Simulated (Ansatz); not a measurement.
Results of r²SCAN (PAW; Ansatz, an electronic-structure program) for MoS2 (R3m, No. 160, 3 atoms in the cell; start mp-1434; a measured phase of this formula has another space group).

Numerical settings: plane-wave cutoff 560 eV, 12×12×12 k mesh, Fermi–Dirac smearing 0.01 eV, no spin polarisation, scalar-relativistic PAW data made under PBE.

Cell (relaxed at this level):

```
CELL_PARAMETERS angstrom
      1.59263     0.91950     6.49985
     -1.59263     0.91950     6.49985
      0.00000    -1.83901     6.49985
ATOMIC_POSITIONS crystal
  Mo 0.99978 0.99978 0.99978
  S  0.41273 0.41273 0.41273
  S  0.25351 0.25351 0.25351
```

Question: Estimate the band gap, smallest direct gap on the k points sampled and Γ–Γ gap that the calculation returns.

Answer: 
band gap: 1.15 eV
smallest direct gap on the k points sampled: 1.76 eV
Γ–Γ gap: 3.23 eV

Note: the cell has widely spaced layers and the level no dispersion term, so their spacing and the moduli can rest on weak binding.

Spin–orbit coupling is not included.

Computed values are for the static lattice.

It cost roughly 40 core-seconds of CPU time.

A start named mp-… is a Materials Project structure, which need not be a measured phase.
